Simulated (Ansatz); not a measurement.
**Mo₂Si (model structure, started from the Ni2In type, P6₃/mmc, No. 194, 6 atoms in the cell): properties by level of theory**

```
level (code)         equilibrium lattice constant a (Å)  lattice parameter c (Å)
-------------------  ----------------------------------  -----------------------
PBE (Ansatz)                                        ___                    5.115
PBEsol (Ansatz)                                   4.420                    5.067
PBE-D3(BJ) (Ansatz)                               4.412                    5.068
```

Task: Complete the blanks.

Result: 
- PBE (Ansatz, a quantum-chemistry and plane-wave program), equilibrium lattice constant a (Å): 4.461

Ansatz's density-functional and Hartree–Fock values are scalar-relativistic unless marked +SOC, with PAW data made under PBE.

Computed values are for the static lattice.

A model structure was made by putting elements into a prototype or built by hand; it is no filed structure, need not be a known phase, and can be a saddle point held by its symmetry.
